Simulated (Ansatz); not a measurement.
For SiGe (model structure, started from the InPb type, R-3m, No. 166, 2 atoms in the cell), PBE (Ansatz, a first-principles code, plane waves, PAW) gives:

* **equilibrium lattice constant a**: 2.891 Å
* **lattice parameter c**: 14.362 Å
* **cohesive energy**: 3.63 eV/atom

Task: What does r²SCAN (plane waves, PAW; Ansatz) give for the same quantities?

Result: 
- lattice constant a: 2.862 Å (shrinks by 1.0 %)
- lattice parameter c: 14.294 Å (decreases by 0.5 %)
- cohesive energy: 3.52 eV/atom (shrinks by 0.11 eV/atom)

Changes are worked out from the printed values.

Unless a cell is named, each level is at its own relaxed cell (PBE 17.33, r²SCAN 16.90 Å³/atom).

Ansatz's density-functional and Hartree–Fock values are scalar-relativistic unless marked +SOC, with PAW data made under PBE.

A model structure was made by putting elements into a prototype or built by hand; it is no filed structure, need not be a known phase, and can be a saddle point held by its symmetry.
